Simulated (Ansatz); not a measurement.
We consider CsSnI3 (P4/mbm, No. 127, 10 atoms in the cell; start COD 4117958; high-temperature phase), described by r²SCAN in Ansatz (plane waves, PAW).

Numerical settings: plane-wave cutoff 560 eV, 4×4×6 k mesh (along the axes of the cell as run), Fermi–Dirac smearing 0.01 eV, scalar-relativistic PAW data made under PBE.

Cell (measured lattice):

```cif
data_Cs2I6Sn2
_chemical_formula_sum 'Cs2 I6 Sn2'
_space_group_name_H-M_alt 'P 1'
_space_group_IT_number 1
_cell_length_a 8.71820
_cell_length_b 8.71820
_cell_length_c 6.19080
_cell_angle_alpha 90.000
_cell_angle_beta 90.000
_cell_angle_gamma 90.000
loop_
_space_group_symop_operation_xyz
  'x, y, z'
loop_
_atom_site_label
_atom_site_type_symbol
_atom_site_fract_x
_atom_site_fract_y
_atom_site_fract_z
_atom_site_occupancy
Cs1 Cs 0.00000 0.50000 0.00000 1
Cs2 Cs 0.50000 0.00000 0.00000 1
I1 I 0.27630 0.22370 0.50000 1
I2 I 0.72370 0.77630 0.50000 1
I3 I 0.22370 0.72370 0.50000 1
I4 I 0.77630 0.27630 0.50000 1
I5 I 0.50000 0.50000 0.00000 1
I6 I 0.00000 0.00000 0.00000 1
Sn1 Sn 0.50000 0.50000 0.50000 1
Sn2 Sn 0.00000 0.00000 0.50000 1
```

Q: Estimate the band gap and Γ–Γ gap that the calculation returns.

A: 
band gap: 0.42 eV
Γ–Γ gap: 1.78 eV

Note: held by symmetry at 0 K, a high-temperature phase can be a saddle point; cell and atoms aren't relaxed at this level (largest force component 0.03 eV/Å, pressure 0.4 GPa).

Spin–orbit coupling is not included; with these elements it can move the gap by several tenths of an eV or more.

The computed numbers hold no vibrational or temperature effects.

The result took very roughly 9 core-minutes.

Ansatz is a first-principles code.
